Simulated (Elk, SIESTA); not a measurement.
A SIESTA input for a self-consistent single point of Al (Fm-3m, 1 atom in the cell) (DFT, GGA PBE, numerical atomic orbitals DZP, PseudoDojo PBE standard norm-conserving potentials (rewritten from UPF to PSML)):

```
# files in the folder: Al.psml (PseudoDojo PBE standard)
SystemName  Al
SystemLabel al

NumberOfAtoms                1
NumberOfSpecies              1
%block ChemicalSpeciesLabel
  1 13 Al
%endblock ChemicalSpeciesLabel
LatticeConstant              2.792959 Ang
%block LatticeVectors
     0.000000000    0.707106692    0.707106692
     0.707106692    0.000000000    0.707106692
     0.707106692    0.707106692    0.000000000
%endblock LatticeVectors
AtomicCoordinatesFormat      Ang
%block AtomicCoordinatesAndAtomicSpecies
     0.000000000    0.000000000    0.000000000  1
%endblock AtomicCoordinatesAndAtomicSpecies

XC.functional                GGA
XC.authors                   PBE
PAO.BasisSize                DZP
PAO.EnergyShift              0.01 Ry
MeshCutoff                   300 Ry
%block kgrid.MonkhorstPack
   10   0   0  0.0
    0  10   0  0.0
    0   0  10  0.0
%endblock kgrid.MonkhorstPack
OccupationFunction           FD
ElectronicTemperature        1160.45 K

MaxSCFIterations             150
SCF.Mixer.Method             Broyden
SCF.Mixer.Weight             0.2
SCF.Mixer.History            6
SCF.DM.Tolerance             1.0E-05
Diag.ParallelOverK           true
WriteForces                  true
```

Question: Translate this input to Elk.

Answer: One input that does it (others would too):

```
tasks
  0

xctype
  20

rgkmax
  8.0

gmaxvr
  16.0

nxlo
  2

lorbcnd
  .true.

lmaxi
  3

swidth
  0.00367493

maxscl
  100

scale
  1.889726125

avec
    0.0000000000    1.9749200000    1.9749200000
    1.9749200000    0.0000000000    1.9749200000
    1.9749200000    1.9749200000    0.0000000000

sppath
  './'

atoms
  1
  'Al.in'
  1
  0.0000000000  0.0000000000  0.0000000000    0.0 0.0 0.0

ngridk
  10 10 10
```

Basis, cutoffs, solver keys and any potentials are the target program's own. This input uses DFT, PBE, all-electron FP-LAPW, Elk's shipped species files, APW+lo basis with extra local orbitals.

The starting cell comes from a database of computed structures (which also holds hypothetical and non-ambient phases and stackings), without a prior relaxation at this level. Its lattice was rescaled by a random factor within 2.5 % of one. For this run, on top of that: lattice scaled by 0.98.
